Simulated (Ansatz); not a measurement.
The structure below was relaxed with LDA (Ansatz, a first-principles code; PAW; 420 eV plane waves; no spin-orbit coupling), at pressure −2 GPa.

Space group P6₃/mmc (No. 194); a = 2.681 Å, b = 2.681 Å, c = 4.228 Å, α = 90.00°, β = 90.00°, γ = 120.00°

```json
[
 {"atom": "Ru", "site": "2c", "symmetry": "-6m2", "x": "0.3333", "y": "0.6667", "z": "0.2500"}
]
```

Write out a cell with all atoms.


```xyz
2
Lattice="2.6813 0.0000 0.0000 -1.3406 2.3221 0.0000 0.0000 0.0000 4.2276" Properties=species:S:1:pos:R:3 pbc="T T T"
Ru     1.3406     0.7740     3.1707
Ru     0.0000     1.5480     1.0569
```
This is the conventional cell.

Load acts through the strain it causes; cell and atoms are relaxed under it. No phonon test of stability was made. The final runs are not spin-polarised. The cell was made from Ru in the hcp (Mg type) structure (space group P6_3/mmc, No. 194) by this change: pressure −2 GPa.
